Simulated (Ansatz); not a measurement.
For CuI (model structure, started from the HgO type, P3₁21, No. 152, 6 atoms in the cell), PBE-D3(BJ) (Ansatz, a first-principles code, plane waves, PAW) gives:

| Quantity | Result |
|---|---|
| cohesive energy | 2.83 eV/atom |
| band gap | 0.69 eV |

### Question
What does r²SCAN (Ansatz, plane waves, PAW) give for the same quantities?

### Answer

- cohesive energy: 2.65 eV/atom (drops by 0.18 eV/atom)
- band gap: 1.13 eV (increases by 0.44 eV)

Changes are worked out from the printed values.

Unless a cell is named, each level is at its own relaxed cell (PBE-D3(BJ) 24.18, r²SCAN 25.08 Å³/atom).

Levels without +SOC leave out spin–orbit coupling, which shifts energies and cells of such heavy elements.

Spin–orbit coupling is included only where a level's name says +SOC; with heavier elements it mostly lowers gaps and can invert bands. Density-functional gaps are differences of (generalised) Kohn–Sham levels.

Ansatz's density-functional and Hartree–Fock values are scalar-relativistic unless marked +SOC, with PAW data made under PBE.

A model structure was made by putting elements into a prototype or built by hand; it is no filed structure, need not be a known phase, and can be a saddle point held by its symmetry.
